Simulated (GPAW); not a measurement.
# GPAW run on CaCu₄As₂ (R-3m, 7 atoms in the cell): self-consistent single point

Method: PBEsol, GPAW PAW datasets PBEsol (made by gpaw-setup) (plane waves; GPAW).

This input was run:

```python
from ase import Atoms
from ase.units import GPa
from gpaw import GPAW, PW

atoms = Atoms(['Ca', 'Cu', 'Cu', 'Cu', 'Cu', 'As', 'As'],
              cell=[[2.008491, 1.159604, 7.365379],
                    [-2.008491, 1.159604, 7.365379],
                    [0.000000, -2.319206, 7.365379]],
              positions=[[0.000000, 0.000000, 0.000000],
                         [0.000000, 0.000000, 3.193776],
                         [-0.000000, 0.000002, 18.902361],
                         [0.000000, 0.000001, 12.403512],
                         [0.000000, 0.000001, 9.692625],
                         [-0.000000, 0.000001, 5.571983],
                         [-0.000000, 0.000001, 16.524154]],
              pbc=True)

calc = GPAW(mode=PW(850),
            xc='PBEsol',
            kpts=(5, 5, 5),
            occupations={'name': 'methfessel-paxton', 'width': 0.272, 'order': 0},
            nbands=-13,
            convergence={'density': 1e-05},
            symmetry={'symmorphic': False, 'tolerance': 0.0005},
            maxiter=120,
            txt='-')

atoms.calc = calc

energy = atoms.get_potential_energy()
print('Energy (eV):', round(energy, 6))
forces = atoms.get_forces()
print('Forces (eV/Ang):')
print(forces.round(5))
stress = atoms.get_stress()
print('Stress (GPa, Voigt):', (stress / GPa).round(4))
```

Output, abridged:

```
Input parameters:
  convergence: {density: 1e-05}
  kpts: [5 5 5]
  maxiter: 120
  mode: {ecut: 850.0,
         name: pw}
  nbands: -13
  occupations: {name: methfessel-paxton,
                order: 0,
                width: 0.272}
  symmetry: {symmorphic: False,
             tolerance: 0.0005}
  xc: PBEsol

species:
  Ca:
    name: Calcium
    Z: 20.0
    valence: 10
    core: 10
    charge: 0.0
    file: Ca.PBEsol.gz

    # Using partial waves for Ca as LCAO basis

  Cu:
    name: Copper
    Z: 29.0
    valence: 11
    core: 18
    charge: 0.0
    file: Cu.PBEsol.gz

    # Using partial waves for Cu as LCAO basis

  As:
    name: Arsenic
    Z: 33.0
    valence: 5
    core: 28
    charge: 0.0
    file: As.PBEsol.gz

    # Using partial waves for As as LCAO basis

Reference energy: -321344.360698  # eV

Spin-paired calculation

Convergence criteria:
 Maximum [total energy] change in last 3 cyles: 0.0005 eV / valence electron
 Maximum integral of absolute [dens]ity change: 1e-05 electrons / valence electron
 Maximum integral of absolute [eigenst]ate change: 4e-08 eV^2 / valence electron
 Maximum number of scf [iter]ations: 120

Symmetries present (total): 12
Symmetries with fractional translations: 0
125 k-points: 5 x 5 x 5 Monkhorst-Pack grid
19 k-points in the irreducible part of the Brillouin zone
       k-points in crystal coordinates                weights
   0:     0.00000000    0.00000000    0.00000000          1/125
   1:     0.20000000    0.00000000   -0.20000000          6/125
   2:     0.20000000    0.00000000    0.00000000          6/125
   [... 7 lines left out ...]
          ...
  18:     0.40000000    0.40000000    0.40000000          2/125

Wave functions: Plane wave expansion
  Cutoff energy: 850.000 eV
  Number of coefficients (min, max): 5777, 5843
  Pulay-stress correction: 0.000000 eV/Ang^3 (de/decut=0.000000)

Occupation numbers: Methfessel-Paxton:
  width: 0.2720  # eV
  order: 0

Eigensolver

Densities:
  Coarse grid: 54*54*54 grid
  Fine grid: 108*108*108 grid
  Total Charge: 0.000000

Density mixing:
  Method: separate
  Backend: pulay
  Linear mixing parameter: 0.05
  old densities: 5
  Damping of long wavelength oscillations: 50

Hamiltonian:
  XC and Coulomb potentials evaluated on a 108*108*108 grid
  External potential:
    NoExternalPotential

XC parameters: PBEsol with 2 nearest neighbor stencil

Number of atoms: 7
Number of atomic orbitals: 49
Number of bands in calculation: 45
Number of valence electrons: 64
Bands to converge: occupied

Density initialized from atomic densities
  45 bands from LCAO basis set

Atomic positions and initial magnetic moments

Positions:
   0 Ca     0.000000    0.000000    0.000000    ( 0.0000,  0.0000,  0.0000)
   1 Cu     0.000000    0.000000    3.193776    ( 0.0000,  0.0000,  0.0000)
   2 Cu    -0.000000    0.000002   18.902361    ( 0.0000,  0.0000,  0.0000)
   3 Cu     0.000000    0.000001   12.403512    ( 0.0000,  0.0000,  0.0000)
   4 Cu     0.000000    0.000001    9.692625    ( 0.0000,  0.0000,  0.0000)
   5 As    -0.000000    0.000001    5.571983    ( 0.0000,  0.0000,  0.0000)
   6 As    -0.000000    0.000001   16.524154    ( 0.0000,  0.0000,  0.0000)

Unit cell:
           periodic     x           y           z      points  spacing
  1. axis:    yes    2.008491    1.159604    7.365379    54     0.0636
  2. axis:    yes   -2.008491    1.159604    7.365379    54     0.0636
  3. axis:    yes    0.000000   -2.319206    7.365379    54     0.0636

  Lengths:   7.721886   7.721886   7.721886
  Angles:   30.152439  30.152439  30.152429

Effective grid spacing dv^(1/3) = 0.0868

     iter     time        total  log10-change:
                         energy   eigst   dens
iter:   1 --:--:--   -37.545124
iter:   2 --:--:--   -34.750689   -0.81  -1.17
iter:   3 --:--:--   -32.204709   -0.98  -1.29
iter:   4 --:--:--   -32.067177   -1.84  -1.50
iter:   5 --:--:--   -32.000173   -1.78  -1.59
iter:   6 --:--:--   -31.984273   -2.25  -1.85
iter:   7 --:--:--   -31.939758   -2.24  -1.92
iter:   8 --:--:--   -31.878433   -2.64  -2.35
iter:   9 --:--:--   -31.868986   -3.33  -2.84
iter:  10 --:--:--   -31.871840c  -3.36  -2.98
iter:  11 --:--:--   -31.870163c  -3.97  -3.12
iter:  12 --:--:--   -31.868470c  -3.96  -3.15
iter:  13 --:--:--   -31.868399c  -5.30  -3.30
iter:  14 --:--:--   -31.868406c  -5.25  -3.41
iter:  15 --:--:--   -31.868333c  -5.52  -3.66
iter:  16 --:--:--   -31.868345c  -6.19  -3.86
iter:  17 --:--:--   -31.868342c  -7.84c -3.98
iter:  18 --:--:--   -31.868328c  -6.20  -4.03
iter:  19 --:--:--   -31.868331c  -7.52c -4.48
iter:  20 --:--:--   -31.868319c  -7.11  -4.48
iter:  21 --:--:--   -31.868322c  -7.90c -4.75
iter:  22 --:--:--   -31.868324c  -8.53c -5.01c

Converged after 22 iterations.

Dipole moment: (-0.000000, -0.000000, -0.000000) |e|*Ang

Energy contributions relative to reference atoms: (reference = -321344.360698)

Kinetic:         -5.323413
Potential:       +5.532386
External:        +0.000000
XC:             -31.718075
Entropy (-ST):   -0.061814
Local:           -0.328315
SIC:             +0.000000
--------------------------
Free energy:    -31.899231
Extrapolated:   -31.868324

Showing only first 2 kpts
 Kpt  Band  Eigenvalues  Occupancy
  0    30      9.26718    0.00114
  0    31      9.32531    0.00038
  0    32      9.32532    0.00038
  0    33      9.97241    0.00000

  1    30      7.06661    2.00000
  1    31      7.61286    2.00000
  1    32     10.12441    0.00000
  1    33     11.08845    0.00000

Fermi level: 8.64134

No gap
No difference between direct/indirect transitions
Energy (eV): -31.868324

Forces in eV/Ang:
  0 Ca   -0.00000    0.00000    0.00000
  1 Cu    0.00000   -0.00000   -0.14711
  2 Cu    0.00000    0.00000    0.14711
  3 Cu   -0.00000    0.00000    0.07959
  4 Cu    0.00000   -0.00000   -0.07959
  5 As    0.00000    0.00000    0.61474
  6 As   -0.00000   -0.00000   -0.61474

Stress tensor:
    -0.048155    -0.000000    -0.000000
    -0.000000    -0.048155     0.000000
    -0.000000     0.000000    -0.041394
Stress (GPa, Voigt): [-7.7153 -7.7153 -6.6321  0.     -0.     -0.    ]
```

The run converged in 22 iterations. GPAW prints stress with tension positive.

The starting cell comes from a database of computed structures (which also holds hypothetical and non-ambient phases and stackings), without a prior relaxation at this level. Its lattice was rescaled by a random factor within 2.5 % of one. Spin polarisation is off. With a pressure of about 7 GPa the cell is away from its equilibrium volume at this level. The run gives no clean gap (levels at the Fermi energy touch, overlap or are partly filled at this smearing), which alone does not show that the compound is a metal.

Cost on one core of a shared machine: roughly 4 min.
